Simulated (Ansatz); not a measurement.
Consider ZnO in the wurtzite structure (space group P6_3mc, No. 186).

```cif
data_O2Zn2
_chemical_formula_sum 'Zn2 O2'
_space_group_name_H-M_alt 'P63mc'
_space_group_IT_number 186
_space_group_name_Hall 'P 6c -2c'
_cell_length_a 3.27948
_cell_length_b 3.27948
_cell_length_c 5.29371
_cell_angle_alpha 90.000
_cell_angle_beta 90.000
_cell_angle_gamma 120.000
loop_
_atom_site_label
_atom_site_type_symbol
_atom_site_symmetry_multiplicity
_atom_site_Wyckoff_symbol
_atom_site_fract_x
_atom_site_fract_y
_atom_site_fract_z
_atom_site_occupancy
Zn1 Zn 2 b 0.33333 0.66667 0.00146 1
O1 O 2 b 0.33333 0.66667 0.38054 1
```

Level of theory: PBE (Ansatz, a quantum-chemistry and plane-wave program; PAW; 420 eV plane waves; no spin-orbit coupling).

Base values:

- Width of the top valence band = 1.71 eV
- Pressure = 0.00 GPa

Modification: an isotropic linear strain of −1.80 %; the atoms relax in the strained cell.

Task: What does the calculation give for the width of the top valence band, pressure and mean gap deformation potential ΔEg/Δln V after the change?

Result: The width of the top valence band increases by 0.12 eV, from 1.71 eV to 1.83 eV; the pressure (mean of the normal stresses, compression positive) goes from zero to 7.92 GPa; the mean gap deformation potential ΔEg/Δln V comes out as -1.4 eV.

Stability against distortions was not tested.
